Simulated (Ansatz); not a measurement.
Take CrI₂ (space group Fm-3m, No. 225; a = 7.150 Å; ferromagnetic; a hypothetical phase, not in the database extracts checked) as the base.

Computed with PBEsol (Ansatz, a quantum-chemistry and plane-wave program, PAW, without spin-orbit coupling).

Base values:

```
Item                   Value
-------------------  -------
Largest site moment  3.96 μB
Lattice parameter a  7.150 Å
```

Now apply this change: Ni takes the place of Cr on all its sites, then cell and atoms are relaxed.

Task: How does this affect the largest site moment and lattice parameter a?

Result: The largest site moment falls by 3.053 μB, from 3.96 μB to 0.90 μB; the lattice parameter a falls by 0.2888 Å, from 7.150 Å to 6.862 Å.

The magnetic state is the one reached from the starting moments; the real material's order can differ, and small cells can't hold many antiferromagnetic ones. Stability against distortions was not tested. As relaxed here, NiI2 is a hypothetical phase, not in the database extracts checked.
